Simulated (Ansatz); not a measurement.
**GaP, response to strain**

Consider GaP in the zinc blende structure (space group F-43m, No. 216).

```yaml
crystal:
  lattice:
    - [0.00000, 2.69570, 2.69570]
    - [2.69570, 0.00000, 2.69570]
    - [2.69570, 2.69570, 0.00000]
  atoms:
    - { symbol: Ga, position: [0.00000, 0.00000, 0.00000] }
    - { symbol: P, position: [0.25000, 0.25000, 0.25000] }
```

Cartesian axes are those of the cell as printed.

Strains are applied to the cell and any free atomic positions relax; under biaxial strain the out-of-plane vector relaxes too.

The values are results of plane-wave PAW DFT at the LDA level (Ansatz, an electronic-structure program, 420 eV), without spin-orbit coupling, not measurements.

Notes on the quantities. pressure: mean of the normal stresses, compression positive.

| case | band gap | pressure | volume per atom |
|---|---|---|---|
| base | 1.38 eV | -0.01 GPa | 19.59 Å³ |
| biaxial strain −2.08 %, plane normal [111], relaxed out of plane | 1.17 eV | 3.10 GPa | 18.97 Å³ |
| biaxial strain −1.67 %, plane normal [111], relaxed out of plane | … | … | … |
| biaxial strain −1.25 %, plane normal [111], relaxed out of plane | 1.27 eV | 1.81 GPa | 19.21 Å³ |
| biaxial strain −0.83 %, plane normal [111], relaxed out of plane | 1.32 eV | 1.18 GPa | 19.34 Å³ |
| biaxial strain −0.42 %, plane normal [111], relaxed out of plane | 1.35 eV | 0.59 GPa | 19.46 Å³ |
| biaxial strain +0.42 %, plane normal [111], relaxed out of plane | 1.36 eV | -0.58 GPa | 19.72 Å³ |
| biaxial strain +0.83 %, plane normal [111], relaxed out of plane | 1.34 eV | -1.12 GPa | 19.84 Å³ |
| biaxial strain +1.25 %, plane normal [111], relaxed out of plane | 1.27 eV | -1.65 GPa | 19.97 Å³ |
| biaxial strain +2.50 %, plane normal [111], relaxed out of plane | 0.98 eV | -3.14 GPa | 20.35 Å³ |

Problem. What belongs in the blanks?

Solution. 
- biaxial strain −1.67 %, plane normal [111], relaxed out of plane, band gap: 1.22 eV
- biaxial strain −1.67 %, plane normal [111], relaxed out of plane, pressure: 2.45 GPa
- biaxial strain −1.67 %, plane normal [111], relaxed out of plane, volume per atom: 19.09 Å³

No phonon test of stability was made.
